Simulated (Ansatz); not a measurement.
**SnS2 (model structure, started from the SiS2 type, Ibam, No. 72, 6 atoms in the cell)**

Computed with PBEsol in Ansatz (PAW).

Settings: plane-wave cutoff 500 eV, 10×10×10 k mesh, Fermi–Dirac smearing 0.05 eV, scalar-relativistic PAW data made under PBE.

Cell (relaxed at this level):

```
CELL_PARAMETERS angstrom
     -3.43649     4.15227     3.22512
      3.43649    -4.15227     3.22512
      3.43649     4.15227    -3.22512
ATOMIC_POSITIONS crystal
  S  0.85226 0.80721 0.65947
  S  0.35226 0.69279 0.04505
  S  0.64774 0.30721 0.95495
  S  0.14774 0.19279 0.34053
  Sn 0.75000 0.75000 0.00000
  Sn 0.25000 0.25000 0.00000
```

| Item | Value |
|---|---|
| band gap | 1.91 eV (on the SCF k mesh) |

Note: the relaxation could raise the start's symmetry but not lower it, so the cell can be a saddle point.

Spin–orbit coupling is not included.

Computing time: very roughly 24 core-minutes.

A model structure was made by putting elements into a prototype or built by hand; it is no filed structure, need not be a known phase, and can be a saddle point held by its symmetry.

Ansatz is a first-principles code.
